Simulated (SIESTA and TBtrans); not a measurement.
C chain with one bond stretched by 2.0 Å

Device: C chain with one bond stretched by 2.0 Å. Leads: straight C chain, spacing 1.29 Å. Geometry: as built, not relaxed. Transport runs along z; the first 10 and the last 10 of the 32 atoms are the lead cells, repeated to infinity.

```xyz
32
Lattice="9.000 0.000 0.000 0.000 9.000 0.000 0.000 0.000 43.280" Properties=species:S:1:pos:R:3 pbc="F F T"
C      4.500     4.500     0.000
C      4.500     4.500     1.290
C      4.500     4.500     2.580
C      4.500     4.500     3.870
C      4.500     4.500     5.160
C      4.500     4.500     6.450
C      4.500     4.500     7.740
C      4.500     4.500     9.030
C      4.500     4.500    10.320
C      4.500     4.500    11.610
C      4.500     4.500    12.900
C      4.500     4.500    14.190
C      4.500     4.500    15.480
C      4.500     4.500    16.770
C      4.500     4.500    18.060
C      4.500     4.500    19.350
C      4.500     4.500    22.640
C      4.500     4.500    23.930
C      4.500     4.500    25.220
C      4.500     4.500    26.510
C      4.500     4.500    27.800
C      4.500     4.500    29.090
C      4.500     4.500    30.380
C      4.500     4.500    31.670
C      4.500     4.500    32.960
C      4.500     4.500    34.250
C      4.500     4.500    35.540
C      4.500     4.500    36.830
C      4.500     4.500    38.120
C      4.500     4.500    39.410
C      4.500     4.500    40.700
C      4.500     4.500    41.990
```

Method: SIESTA and TBtrans, PBE, DZP numerical orbitals (energy shift 0.15 eV), PseudoDojo norm-conserving scalar-relativistic potentials, mesh cutoff 200 Ry, 300 K, no spin polarisation, no spin-orbit coupling; Hamiltonian of a periodic supercell, shifted onto the leads' potential, zero bias.

- Conductance at 300 K (G0 = 2e²/h) = 0.0019
- Thermopower (μV/K) = -3.3
- Mean T from −0.5 to 0.5 eV = 0.0019

Energies count from the leads' Fermi level. Transmissions are for one spin of a degenerate pair. The energy step is 0.01 eV; narrower resonances are cut or missed.

```tsv
E (eV)	T	lead channels
-2.00	0.00023	2
-1.80	0.00030	2
-1.60	0.00038	2
-1.40	0.00048	2
-1.20	0.00062	2
-1.00	0.00079	2
-0.80	0.0010	2
-0.60	0.0012	2
-0.40	0.0015	2
-0.20	0.0017	2
0.00	0.0019	2
0.20	0.0021	2
0.40	0.0022	2
0.60	0.0022	2
0.80	0.0023	2
1.00	0.0023	2
1.20	0.0023	2
1.40	0.0024	2
1.60	0.0025	2
1.80	0.0026	2
2.00	0.0027	2
```

The straight chain is held at its spacing; free chains may zigzag or dimerise. No spin-polarised start was tried, so a magnetic state, if there is one, is missed.
